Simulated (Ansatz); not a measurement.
An Ansatz (a first-principles code) input (Kohn–Sham DFT with the PBEsol functional, run in Ansatz with PAW and 420 eV plane waves, no SOC, earlier PAW set):

Ansatz 0.2 input:
```yaml
crystal:
  lattice:
    - [0, 3.1783433865, 3.1783433865]
    - [3.1783433865, 0, 3.1783433865]
    - [3.1783433865, 3.1783433865, 0]
  atoms:
    - { symbol: Hf, position: [0, 0, 0] }
    - { symbol: Ge, position: [0.25, 0.25, 0.25] }
    - { symbol: Ge, position: [0.75, 0.75, 0.75] }
basis: { ecutwfc: 420, ecutrho_ratio: 4, xc_grid: 2, fft_grid_basis: typed }
kpoints: { mp_grid: { grid: [13, 13, 13] } }
hamiltonian:
  xc: pbesol
  dispersion: none
  pseudopotentials: { azcp: { folder: ./paw }, kind: paw }
scf: { occupations: { method: fermi_dirac, width: 0.05 }, convergence: { dr2_threshold: 0.0000000003 } }
output: { forces: true, stress: true }
```

**Question.** Which symmetry and how many k-points will the program report, and about how many plane waves at Γ?

**Answer.** Space group Fm-3m (ITA 225) with 48 operations, k-points 84 of 2197, and 1243 plane waves at Γ.

Whether these cells are dynamically stable was not tested. The final runs are not spin-polarised. The cell is HfGe2 in the fluorite structure (space group Fm-3m, No. 225; a hypothetical phase, not in the database extracts checked). HfGe2 has a high density of states at the Fermi level and may be magnetic at this level.
